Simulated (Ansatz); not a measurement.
Ga2O3 under a change: isotropic strain −2.25 %

Base system: Ga$_{2}$O$_{3}$ in the corundum structure (space group R-3c, No. 167; a = 4.950 Å, c = 13.306 Å (hexagonal axes)).

The change: every lattice vector is shortened by 2.25 %, atoms relaxed at fixed cell.

Calculations: LDA (Ansatz, a quantum-chemistry and plane-wave program), no spin-orbit coupling. Γ-centred 8×8×8 mesh, Fermi–Dirac width 0.05 eV.

```csv
quantity,base,changed,shift
volume per atom,9.41 Å³,8.79 Å³,-0.62 Å³
space group,R-3c (No. 167),R-3c (No. 167),–
energy relative to the base (free energy F),0 meV/atom,+35 meV/atom,+35 meV/atom
"pressure (mean of the normal stresses, compression positive)",0.00 GPa,19.10 GPa,+19.10 GPa
band gap,3.04 eV,3.82 eV,+0.78 eV
gap character,"indirect, Γ–S₀ (50 % along) → Γ","indirect, Γ–S₀ (50 % along) → Γ",–
smallest direct gap,3.31 eV,4.11 eV,+0.80 eV
mean gap deformation potential ΔEg/Δln V,–,-11.4 eV,–
width of the top valence band,0.47 eV,0.49 eV,+0.02 eV
electron mass,0.24 mₑ (at Γ),0.28 mₑ (at Γ),–
```

Masses are band curvatures over ±0.01 Å⁻¹ around the edge. Whether these cells are dynamically stable was not tested.
